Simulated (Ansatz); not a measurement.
## LaTeCl (space group Pnma, No. 62; a cell from a computed database, its experimental status unchecked)

```xyz
12
Lattice="7.8832 0.0000 0.0000 0.0000 4.4659 0.0000 0.0000 0.0000 9.2960" Properties=species:S:1:pos:R:3 pbc="T T T"
La     1.8601     1.1165     5.8729
La     6.0231     3.3494     3.4230
La     2.0815     3.3494     1.2249
La     5.8016     1.1165     8.0710
Te     3.6514     1.1165     3.0866
Te     4.2318     3.3494     6.2093
Te     0.2902     3.3494     7.7346
Te     7.5930     1.1165     1.5614
Cl     6.8108     1.1165     5.2089
Cl     1.0723     3.3494     4.0871
Cl     5.0139     3.3494     0.5609
Cl     2.8692     1.1165     8.7351
```

Calculations: DFT with PBEsol, PAW potentials and a 420 eV plane-wave cutoff in Ansatz (a quantum-chemistry and plane-wave program), without spin-orbit coupling. Γ-centred 4×6×3 mesh, Fermi–Dirac width 0.05 eV.

```yaml
volume_per_atom: 27.27 Å³
density: 6.13 g/cm³
band_gap: 0.70 eV, direct at Γ
electron_mass: 0.45 mₑ along a, 0.38 mₑ along b, 0.68 mₑ along c
hole_mass: 2.6 mₑ along a, 0.84 mₑ along b, 0.28 mₑ along c
total_energy: -4709.864 eV/atom (σ→0; compares only within this code and set-up)
```

With Te present, leaving out spin-orbit coupling can change the band edges. Masses are band curvatures over ±0.01 Å⁻¹ around the edge. No phonon test of stability was made.
